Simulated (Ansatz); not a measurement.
Take WC (space group P-6m2, No. 187; relaxed with 0.1 eV smearing) as the base.

```
CELL_PARAMETERS angstrom
      2.92246     0.00000     0.00000
     -1.46123     2.53092     0.00000
      0.00000     0.00000     2.84619
ATOMIC_POSITIONS crystal
  W  0.00000 0.00000 0.00000
  C  0.33333 0.66667 0.50000
```

All numbers come from PBE/PAW in Ansatz (a quantum-chemistry and plane-wave program), no SOC.

Before the change:

```
Item       Result
--------  -------
Pressure  0.0 GPa
Band gap     zero
```

Now apply this change: the cell is scaled by 1.0150 in all directions, atoms relaxed at fixed cell.

Problem. How does this affect the pressure?

Solution. The pressure (mean of the normal stresses, compression positive) goes from zero to -15.7 GPa.

Problem. What does the calculation give for the band gap after the change?

Solution. The band gap is still zero.

Problem. Predict the new energy relative to the base.

Solution. The energy grows by 24 meV/atom.

The cells carry an imposed strain or load. Stability against distortions was not tested. All final runs are without spin polarisation.
